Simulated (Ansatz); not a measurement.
The starting structures come from a database of crystals and need not be the phases stable at ambient conditions.

Where the default PAW files enter, the runs use the earlier of Ansatz's two default sets.

Here is the system:

```
WO3
1.0
    3.80620     0.00000     0.00000
    0.00000     3.80620     0.00000
    0.00000     0.00000     3.80620
W O
1 3
Direct
  0.00000   0.00000   0.00000
  0.00000   0.00000   0.50000
  0.50000   0.00000   0.00000
  0.00000   0.50000   0.00000
```

Space group of this cell: Pm-3m, ReO3 type. The cell is taken as given; by LDA its mean pressure is -5.8 GPa.

Transport runs along the normal of the first two printed cell vectors, the (001) plane of the conventional cell.

No gap correction and no spin-orbit coupling; mid-gap is the computed energy nearest the middle.

State the band gap and the smallest decay constant κ at mid-gap according to LDA in Ansatz (a program for electronic structure).

Gap 0.54 eV on a 8×8×8 mesh; κ = 0.095 1/Å, at the zone centre.
